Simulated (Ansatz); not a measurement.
Base system: Rb$_{2}$InAgF$_{6}$ (space group Fm-3m, No. 225; a = 8.9166 Å; a cell from a computed database, its experimental status unchecked). Axes: x, y, z lie along the cube axes.

Calculations: r2SCAN, PAW, 500 eV (Ansatz, a program for electronic structure; scalar-relativistic without spin-orbit coupling).

A first run, uniaxial strain ε_zz = +1.18 %, gives secant values C11 ≈ 77 GPa and C12 ≈ 33 GPa from its stress. A second run applies isotropic strain −2.65 %.

Problem. What does linear elasticity predict for the bulk modulus −ΔP/(ΔV/V₀) in the second run, and what does the run give?

Solution. Linear elasticity: (C11 + 2 C12)/3 = 48 GPa. The run gives 66 GPa; any difference comes from nonlinear terms at these strains and numerical noise.

Whether these cells are dynamically stable was not tested.
